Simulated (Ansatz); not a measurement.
Consider Ru in the hcp (Mg type) structure (space group P6_3/mmc, No. 194; relaxed with 0.1 eV smearing).

```
CELL_PARAMETERS angstrom
      2.69139     0.00000     0.00000
     -1.34570     2.33081     0.00000
      0.00000     0.00000     4.24891
ATOMIC_POSITIONS crystal
  Ru 0.66667 0.33333 0.75000
  Ru 0.33333 0.66667 0.25000
```

Cartesian axes are those of the cell as printed.

All numbers come from plane-wave PAW DFT at the PBEsol level (Ansatz, a program for electronic structure, 420 eV), no spin-orbit coupling.

Perturbation: the cell is stretched by 1.00 % along z with no lateral relaxation, atoms relaxed at fixed cell.

Question: Predict the new stress.

Answer: The stress (xx, yy, zz, yz, xz, xy; compression positive) is (-1.8, -1.8, -6.8, 0.0, 0.0, 0.0) GPa.

Question: What happens to the energy relative to the base?

Answer: The energy grows by 2.9 meV/atom.

The cells carry an imposed strain or load. No phonon test of stability was made. All final runs are without spin polarisation.
